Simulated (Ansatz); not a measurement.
A computed series for TiSi: pressure series

Take TiSi (space group Pnma, No. 62; a cell from a computed database, its experimental status unchecked) as the base.

```
CELL_PARAMETERS angstrom
      6.50775     0.00000     0.00000
      0.00000     3.63258     0.00000
      0.00000     0.00000     4.99109
ATOMIC_POSITIONS crystal
  Ti 0.67585 0.25000 0.37169
  Ti 0.32415 0.75000 0.62831
  Ti 0.82415 0.75000 0.87169
  Ti 0.17585 0.25000 0.12831
  Si 0.54402 0.25000 0.85531
  Si 0.45598 0.75000 0.14469
  Si 0.95598 0.75000 0.35531
  Si 0.04402 0.25000 0.64469
```

Cell and atoms are relaxed at each pressure.

All numbers come from Kohn–Sham DFT with the r2SCAN functional, run in Ansatz (a quantum-chemistry and plane-wave program) with PAW and 500 eV plane waves, no spin-orbit coupling, earlier PAW set.

Notes on the quantities. enthalpy: H = E + PV relative to the base's energy.

```tsv
variant	enthalpy	volume per atom
base	–	14.75 Å³
pressure −2 GPa	-0.19 eV/atom	14.95 Å³
pressure −1 GPa	-0.09 eV/atom	14.85 Å³
pressure 0.3 GPa	+0.03 eV/atom	14.72 Å³
pressure 0.7 GPa	+0.06 eV/atom	14.68 Å³
pressure 1.5 GPa	+0.14 eV/atom	14.61 Å³
pressure 3 GPa	+0.27 eV/atom	14.47 Å³
pressure 5 GPa	+0.45 eV/atom	14.31 Å³
pressure 7.5 GPa	+0.67 eV/atom	14.11 Å³
pressure 10 GPa	+0.89 eV/atom	13.92 Å³
```

Load acts through the strain it causes; cell and atoms are relaxed under it. No phonon test of stability was made. No other phases were tried under pressure. The final runs are not spin-polarised.
